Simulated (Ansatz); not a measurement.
```
CELL_PARAMETERS angstrom
      0.00000     4.27786     4.27786
      4.27786     0.00000     4.27786
      4.27786     4.27786     0.00000
ATOMIC_POSITIONS crystal
  In 0.62500 0.62500 0.62500
  In 0.12500 0.62500 0.62500
  In 0.62500 0.12500 0.62500
  In 0.62500 0.62500 0.12500
  Au 0.25000 0.25000 0.25000
  Au 0.00000 0.00000 0.00000
```

A single point on hypothetical cubic Laves (MgCu2 type) In2Au with a change (isotropic strain +3.08 %), its geometry relaxed with PBEsol.

The values are results of PBEsol (Ansatz, an electronic-structure program, PAW, spin-orbit coupling included), not measurements. Settings: 10×10×10 k-points, 0.05 eV Fermi–Dirac smearing.

Problem. Predict the pressure and band gap.

Solution. 
- Pressure: -3.8 GPa
- Band gap: zero

Single points use the geometry relaxed with PBEsol. Stability against distortions was not tested. The cell was made from In2Au in the cubic Laves (MgCu2 type) structure (space group Fd-3m, No. 227; a hypothetical phase, not in the database extracts checked) by this change: isotropic strain +3.08 %.
